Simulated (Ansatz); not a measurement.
Si: response to strain

Take Si in the diamond structure (space group Fd-3m, No. 227; a = 5.402 Å) as the base. Axes: x, y, z lie along the cube axes.

Strains are applied to the cell and any free atomic positions relax; under biaxial strain the out-of-plane vector relaxes too.

Level of theory: LDA (Ansatz, an electronic-structure program; PAW; 420 eV plane waves; no SOC).

Notes on the quantities. energy relative to the base: free energy F.

```json
[
 {"case": "base", "shortest interatomic distance": "2.339 Å", "band gap": "0.45 eV", "ratio −ε⊥/ε∥": "–", "energy relative to the base": "0 meV/atom"},
 {"case": "biaxial strain −2.50 %, plane normal [111], relaxed out of plane", "shortest interatomic distance": "2.303 Å", "band gap": "0.16 eV", "ratio −ε⊥/ε∥": "0.50", "energy relative to the base": "+18 meV/atom"},
 {"case": "biaxial strain −2.08 %, plane normal [111], relaxed out of plane", "shortest interatomic distance": "2.308 Å", "band gap": "0.23 eV", "ratio −ε⊥/ε∥": "0.50", "energy relative to the base": "+12 meV/atom"},
 {"case": "biaxial strain −0.42 %, plane normal [111], relaxed out of plane", "shortest interatomic distance": "2.333 Å", "band gap": "0.41 eV", "ratio −ε⊥/ε∥": "–", "energy relative to the base": "+0.5 meV/atom"},
 {"case": "biaxial strain +0.42 %, plane normal [111], relaxed out of plane", "shortest interatomic distance": "2.340 Å", "band gap": "0.42 eV", "ratio −ε⊥/ε∥": "–", "energy relative to the base": "+0.5 meV/atom"},
 {"case": "biaxial strain +0.83 %, plane normal [111], relaxed out of plane", "shortest interatomic distance": "2.340 Å", "band gap": "0.39 eV", "ratio −ε⊥/ε∥": "0.46", "energy relative to the base": "+1.9 meV/atom"},
 {"case": "biaxial strain +1.25 %, plane normal [111], relaxed out of plane", "shortest interatomic distance": "2.341 Å", "band gap": "0.36 eV", "ratio −ε⊥/ε∥": "0.45", "energy relative to the base": "+4.2 meV/atom"},
 {"case": "biaxial strain +1.67 %, plane normal [111], relaxed out of plane", "shortest interatomic distance": "2.341 Å", "band gap": "0.33 eV", "ratio −ε⊥/ε∥": "0.45", "energy relative to the base": "+7.4 meV/atom"},
 {"case": "biaxial strain +2.08 %, plane normal [111], relaxed out of plane", "shortest interatomic distance": "2.342 Å", "band gap": "___", "ratio −ε⊥/ε∥": "0.45", "energy relative to the base": "___"},
 {"case": "biaxial strain +2.50 %, plane normal [111], relaxed out of plane", "shortest interatomic distance": "2.342 Å", "band gap": "0.27 eV", "ratio −ε⊥/ε∥": "0.44", "energy relative to the base": "+16 meV/atom"}
]
```

### Question
What belongs in the blanks?

### Answer

- biaxial strain +2.08 %, plane normal [111], relaxed out of plane, band gap: 0.30 eV
- biaxial strain +2.08 %, plane normal [111], relaxed out of plane, energy relative to the base: +11 meV/atom

No phonon test of stability was made. The zero or small gap of Si under biaxial strain −2.50 %, plane normal [111], relaxed out of plane, Si under biaxial strain −2.08 %, plane normal [111], relaxed out of plane, Si under biaxial strain +2.08 %, plane normal [111], relaxed out of plane and Si under biaxial strain +2.50 %, plane normal [111], relaxed out of plane can change with the level of theory.
